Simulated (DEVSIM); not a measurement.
**GaAs p-n junction from an implanted or diffused profile**

Structure: GaAs p-n junction from an implanted or diffused profile, at 300 K.

```
layer (left to right)  material  thickness (μm)  Nd (cm⁻³)  τn (s)  τp (s)
---------------------  --------  --------------  ---------  ------  ------
1                          GaAs            36.0     3.9e15  2.4e-9  2.4e-9
```

Added acceptor profile: 1.8e17 cm⁻³ × exp(−(x − 0 μm)²/(2·(0.033 μm)²)). Left contact: ohmic. Right contact: ohmic. Voltage is applied to the left contact. Recombination: SRH at mid-gap, Auger. Mobility is constant in doping.

The device is made up for the run: typed textbook-type constants, with dimensions and the other settings drawn at random. Values at 300 K.

```csv
parameter,GaAs
gap (eV),1.424
affinity (eV),4.07
permittivity,12.9
Nc (cm⁻³),4.7e17
Nv (cm⁻³),9e18
μn (cm²/Vs),8500
μp (cm²/Vs),400
Cn (cm⁶/s),1e-30
Cp (cm⁶/s),1e-30
```

Simulated with DEVSIM: 1D drift-diffusion, Boltzmann statistics, complete ionisation; no tunnelling, impact ionisation, image-force lowering or self-heating.

```json
{
  "potential_step_across_the_device_at_zero_bias": "1.198 V",
  "Dark forward voltage at 1 A/cm²": "0.924 V",
  "Dark forward voltage at 100 A/cm²": "1.114 V"
}
```

Small-signal capacitance in reverse bias (quasi-static):

```
V (V)  C (nF/cm²)
-----  ----------
-0.04        17.1
-0.1         16.7
-0.2         16.0
-0.3         15.5
-0.4         14.9
-0.6         14.1
-0.8         13.3
-1           12.7
-1.3         11.9
-1.6         11.2
-2           10.5
```

Dark reverse current:

| V (V) | J (A/cm²) |
|---|---|
| -0.04 | -2.0e-10 |
| -0.10 | -4.0e-10 |
| -0.20 | -6.8e-10 |
| -0.30 | -9.4e-10 |
| -0.40 | -1.2e-9 |
| -0.60 | -1.6e-9 |
| -0.80 | -2.0e-9 |
| -1.00 | -2.4e-9 |
| -1.30 | -2.9e-9 |
| -1.60 | -3.4e-9 |
| -2.00 | -4.0e-9 |
